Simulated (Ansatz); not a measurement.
Start from SiC in the wurtzite structure (space group P6_3mc, No. 186; a = 3.076 Å, c = 5.048 Å). Axes: x lies along a and z along c of the hexagonal cell.

One thing is altered: biaxial strain −2.58 %, plane normal [001], relaxed out of plane (Cartesian); in-plane vectors clamped, the third vector and the atoms free.

Levels (all Ansatz, an electronic-structure program, PAW): PBEsol (420 eV, no spin-orbit coupling); PBEsol+SOC (420 eV, with spin-orbit coupling).

The geometry is relaxed with PBEsol.

- PBEsol smallest direct gap = 4.19 eV
- PBEsol band gap = 1.76 eV
- PBEsol valence-band top at Γ = 0.00, 0.00, -0.49 eV

Predict the smallest direct gap, band gap and valence-band top at Γ from PBEsol+SOC.

The smallest direct gap remains 4.19 eV; the band gap stays essentially unchanged (1.76 eV against 1.75 eV); the valence-band top at Γ (three highest Kramers pairs, from the VBM) goes from 0.00, 0.00, -0.49 eV to 0.00, -0.01, -0.49 eV.

Single points use the geometry relaxed with PBEsol. Differences between runs with and without spin-orbit coupling are approximate. Stability against distortions was not tested.
